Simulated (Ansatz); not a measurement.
## Gaps of 6 crystals under biaxial stress in the (001) plane

Cells relaxed with r2SCAN to the stress (compression positive), bands by r2SCAN with spin-orbit coupling, rigid bands (plane waves, PAW; Ansatz, a program for electronic structure). The strain is in the plane.

```csv
Crystal,gap unloaded (eV),tension (GPa),strain (%),gap (eV),compression (GPa),strain (%),gap (eV)
diamond-structure Si (Fd-3m),0.756,-1.00,0.55,0.670,1.00,-0.53,0.692
zincblende CdTe (F-43m),0.906,-1.00,2.75,0.773,2.00,-4.40,0.841
zincblende CdSe (F-43m),0.925,-1.00,2.59,0.817,2.00,-4.16,0.842
zincblende SiC (F-43m),1.711,-2.00,0.44,1.639,2.00,-0.43,1.667
zincblende GaP (F-43m),1.819,-1.00,0.67,1.720,1.00,-0.65,1.747
zincblende BeS (F-43m),3.559,-1.00,0.57,3.498,1.00,-0.55,3.500
```

Problem. Work out the change of the gap per unit strain on each side. Which crystal answers most strongly to tension, and does the size follow the gap?

Solution. 
| Crystal | tension (eV) | compression (eV) |
|---|---|---|
| Si (Fd-3m) | -16 | 12 |
| CdTe (F-43m) | -4.8 | 1.5 |
| CdSe (F-43m) | -4.2 | 2.0 |
| SiC (F-43m) | -16 | 10 |
| GaP (F-43m) | -15 | 11 |
| BeS (F-43m) | -11 | 11 |

Strongest under tension, with those that 0.01 eV in the gaps can't tell from it: Si (Fd-3m), SiC (F-43m), GaP (F-43m). The rank correlation of the size under tension with the unloaded gap is 0.03. In 6 of 6 crystals the two values differ in sign, which marks a turning point of the gap near zero load.

Gaps are resolved to about 0.01 eV, and the values are means up to the load shown; the lowest valley can differ between crystals and loads. Every relaxation keeps its starting phase, so transitions and fracture can't show.
